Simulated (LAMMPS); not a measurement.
LAMMPS 22 Jul 2025, classical MD, MEAM (library.meam): Si, 1000 atoms.

- task = MD, nve
- potential = MEAM, library.meam
- copies of the repeat unit = 5×5×5
- shape (slab and sphere leave vacuum in the box) = bulk
- temperature = 800 K
- steps = 1500
- timestep = 1 fs
- neighbor skin = 2 Å
- neigh_modify = every 1 delay 0 check yes
- thermo = 100
- newton = on (default)
- atom_modify sort (bins of 2 Å where set) = 1000 (default)
- comm_style = brick (default)
- box = 27.2 × 27.2 × 27.2 Å
- start = generated diamond lattice, warmed in an untimed run
- compared values = energy and forces of the first step, drift over the run

It runs on a single node (Arm Neoverse V2, 96 cores on 1 socket, no SMT, 1 L3 cache group).

Times are wall-clock medians of two to five repeats, from the common launch until the last copy ends, with nothing else on the machine. Unless noted, each process is bound to its own block of adjacent cores. Build: PyPI wheel: MPICH, OPENMP and OPT packages. Other compilers and libraries give other times. Scratch files lie in a memory file system. A preparatory run goes ahead and isn't timed.

Ways to fill 88 cores (the node offers 329 GiB):
- 8 copies of 11 ranks
- 88 ranks
- 4 copies of 22 ranks
- 22 copies of 4 ranks
- 2 copies of 44 ranks
- 88 copies of 1 rank
- 44 copies of 2 ranks

### Question
Which packing maximises jobs per hour, and what does it cost in the time of one job?

### Answer
88 copies of 1 rank: 93000 jobs an hour. At the low end 88 ranks gives 6900.

```tsv
way	time till all copies end	jobs an hour	memory in all, scratch files included
88 copies of 1 rank	3.4 s	93000	1.4 GiB
44 copies of 2 ranks	2.1 s	76000	1.4 GiB
22 copies of 4 ranks	1.2 s	65000	1.4 GiB
8 copies of 11 ranks	0.69 s	42000	1.3 GiB
4 copies of 22 ranks	0.61 s	24000	1.3 GiB
2 copies of 44 ranks	0.53 s	14000	1.3 GiB
88 ranks	0.53 s	6900	1.4 GiB
```
